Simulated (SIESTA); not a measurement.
Input and output of a self-consistent single point for WO₂F (P1, 8 atoms in the cell) (SIESTA).

Computed with GGA PBEsol, numerical atomic orbitals DZP, PseudoDojo PBEsol standard norm-conserving potentials (rewritten from UPF to PSML) run with SIESTA.

The change in words: atoms moved at random. Reference geometry:
```yaml
crystal:
  lattice:
    - [4.83957, -2.67728, 0.00000]
    - [4.83957, 2.67728, 0.00000]
    - [-2.96845, 0.00000, 4.46549]
  atoms:
    - { symbol: W, position: [0.50000, 0.00000, 0.00000] }
    - { symbol: W, position: [0.00000, 0.50000, 0.50000] }
    - { symbol: O, position: [0.24749, 0.23951, 0.73953] }
    - { symbol: O, position: [0.75251, 0.76049, 0.26047] }
    - { symbol: O, position: [0.76049, 0.75251, 0.76047] }
    - { symbol: O, position: [0.23951, 0.24749, 0.23953] }
    - { symbol: F, position: [0.26793, 0.73207, 0.75000] }
    - { symbol: F, position: [0.73207, 0.26793, 0.25000] }
```

Reference input (self-consistent single point, DFT, GGA PBEsol, numerical atomic orbitals DZP, PseudoDojo PBEsol standard norm-conserving potentials (rewritten from UPF to PSML)): XC.functional = GGA; XC.authors = PBEsol; potentials = PseudoDojo PBEsol standard; PAO.BasisSize = DZP; PAO.EnergyShift = 0.01 Ry; MeshCutoff = 300 Ry; kgrid.MonkhorstPack = 4 4 4; OccupationFunction = MP; OccupationMPOrder = 0; ElectronicTemperature = 0.136 eV; MaxSCFIterations = 150; SCF.Mixer.Method = Pulay. This run's input differs from it in these lines:

```diff
@@ -19,10 +19,10 @@
 %block AtomicCoordinatesAndAtomicSpecies
-     0.437514227   -0.242035773    0.000000000  1
-     0.169156588    0.242035773    0.403695204  1
-     0.029221808   -0.003862891    0.597089429  2
-     1.184119823    0.003862891    0.210300980  2
-     0.915762184   -0.003862891    0.613996184  2
-     0.297579447    0.003862891    0.193394225  2
-     0.472491996    0.224676968    0.605542807  3
-     0.740849635   -0.224676968    0.201847602  3
+     0.436694942   -0.234842470    0.003085846  1
+     0.157686319    0.229955768    0.405208254  1
+     0.041883096   -0.024122253    0.587428195  2
+     1.187696850    0.011406662    0.203543122  2
+     0.908524499   -0.001789613    0.613354309  2
+     0.289619522    0.012671057    0.197957595  2
+     0.480317386    0.223802250    0.613127432  3
+     0.744272559   -0.217081401    0.202162484  3
 %endblock AtomicCoordinatesAndAtomicSpecies
```

Output, abridged:

```
        iscf     Eharris(eV)        E_KS(eV)     FreeEng(eV)     dDmax    Ef(eV) dHmax(eV)
   scf:    1    -7192.814149    -7234.481651    -7234.527827  1.861016 -1.051537 15.206786
   scf:    2    -7263.110906    -7251.375535    -7251.392785  0.109733 -2.265208  7.854737
   scf:    3    -7254.921007    -7254.897905    -7254.915894  0.111069 -3.208168  2.423711
   scf:    4    -7253.239174    -7254.589295    -7254.604636  0.059783 -3.337326  2.623192
   scf:    5    -7255.410668    -7255.059918    -7255.075954  0.025667 -3.509846  1.270293
   [... 4 lines left out ...]
   scf:   10    -7255.213674    -7255.213692    -7255.231556  0.000520 -3.673283  0.029722
   scf:   11    -7255.213787    -7255.213766    -7255.231614  0.000602 -3.670338  0.004805
   scf:   12    -7255.213754    -7255.213761    -7255.231615  0.000097 -3.669669  0.001991
   scf:   13    -7255.213766    -7255.213763    -7255.231615  0.000072 -3.669304  0.000333
SCF Convergence by DM+H criterion
max |DM_out - DM_in|         :     0.0000722284
max |H_out - H_in|      (eV) :     0.0003332574
SCF cycle converged after 13 iterations

Using DM_out to compute the final energy and forces

siesta: E_KS(eV) =            -7255.2138

siesta: E_KS - E_eggbox =     -7255.2138

siesta: Atomic forces (eV/Ang):
     1   -0.068852   -1.959779    0.561157
     2    1.450033    3.828961    0.966790
     3   -0.338401    0.908129    0.072741
     4   -0.775331   -0.956847    1.247335
     5    0.417039   -0.795318   -0.248121
     6    1.185304   -1.111349   -1.614670
     7   -1.307325    0.183229   -0.808295
     8   -0.538864   -0.079458   -0.191225
   Tot    0.023603    0.017568   -0.014288
   Max    3.828961
   Res    1.202777    sqrt( Sum f_i^2 / 3N )
   Max    3.828961    constrained

   [... lines left out ...]
siesta: FreeEng =     -7255.231615
   [... lines left out ...]
siesta:    -0.007204   -0.000545    0.016305
siesta:    -0.000545   -0.024167    0.004916
siesta:     0.016305    0.004916   -0.024986

siesta: Cell volume =        115.717878 Ang**3

siesta: Pressure (static):
siesta:                Solid            Molecule  Units
siesta:           0.00020460          0.00020689  Ry/Bohr**3
siesta:           0.01878555          0.01899597  eV/Ang**3
siesta:          30.09777005         30.43489164  kBar
```

The run converged in 13 iterations. Against the reference run the free energy goes up by 60.8 meV/atom, the pressure goes from 1.15 to 3.01 GPa and the largest force goes from 0.044 to 4.207 eV/Å.

The starting cell comes from a database of computed structures (which also holds hypothetical and non-ambient phases and stackings), without a prior relaxation at this level. For this run, on top of that: atoms moved at random. Spin polarisation is off. Values carry the incompleteness of an atom-centred basis. With a pressure of about 3 GPa the cell is away from its equilibrium volume at this level. Forces in this geometry exceed 1 eV/Å.
